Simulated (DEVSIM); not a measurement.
Structure: Au/SiO2/p-Si capacitor, at 500 K.

| layer (left to right) | material | thickness (nm) | Na (cm⁻³) |
|---|---|---|---|
| 1 | SiO2 | 30.0 | - |
| 2 | Si | 14000 | 1.7e15 |

Metal gate on the left, work function 5.1 eV. Fixed charge at the semiconductor interface 0 cm⁻² (in units of +e); no interface traps.

This is a model device: material constants are rounded textbook-type values typed into the input, and sizes, dopings and lifetimes were drawn at random. Values at 300 K; Nc and Nv go as T^1.5, mobilities as T to minus their exponent, the gap by Varshni's rule with the affinity fixed.

```csv
parameter,SiO2,Si
gap (eV),9,1.124
affinity (eV),0.9,4.05
permittivity,3.9,11.7
Nc (cm⁻³),-,2.86e19
Nv (cm⁻³),-,3.1e19
Varshni α (eV/K),-,0.000473
Varshni β (K),-,636
```

Model (solved in DEVSIM): 1D Poisson equation in equilibrium, Boltzmann statistics, complete ionisation; no quantum confinement or tunnelling. Metal contacts follow the ideal Schottky-Mott rule: no Fermi-level pinning, no interface dipoles.

Task: Tabulate band edges, carrier densities and field at 0.7 V on the gate.

Result: Energies count from the Fermi level of the right contact; mesh points crowd at the junctions.

```csv
x (μm),Ec (eV),Ev (eV),n (cm⁻³),p (cm⁻³),field (V/cm)
0.000,3.500,-5.500,< 1e2,< 1e2,30000
0.001858,3.506,-5.495,< 1e2,< 1e2,30000
0.006699,3.520,-5.480,< 1e2,< 1e2,30000
0.01778,3.553,-5.447,< 1e2,< 1e2,30000
0.02739,3.581,-5.419,< 1e2,< 1e2,30000
0.02970,3.588,-5.412,< 1e2,< 1e2,30000
0.03137,0.440,-0.625,2.2e15,3.3e13,9800
0.03833,0.447,-0.618,1.9e15,3.9e13,9400
0.05420,0.461,-0.604,1.4e15,5.4e13,8600
0.09894,0.496,-0.570,6.2e14,1.2e14,6800
0.2162,0.556,-0.510,1.5e14,4.9e14,3700
0.7558,0.610,-0.456,4.4e13,1.7e15,71
1.971,0.611,-0.455,4.3e13,1.7e15,≈ 0
5.399,0.611,-0.455,4.3e13,1.7e15,≈ 0
11.58,0.611,-0.455,4.3e13,1.7e15,≈ 0
13.12,0.611,-0.455,4.3e13,1.7e15,≈ 0
13.70,0.611,-0.455,4.3e13,1.7e15,≈ 0
13.91,0.611,-0.455,4.3e13,1.7e15,≈ 0
14.00,0.611,-0.455,4.3e13,1.7e15,≈ 0
14.02,0.611,-0.455,4.3e13,1.7e15,≈ 0
14.03,0.611,-0.455,4.3e13,1.7e15,≈ 0
14.03,0.611,-0.455,4.3e13,1.7e15,≈ 0
```
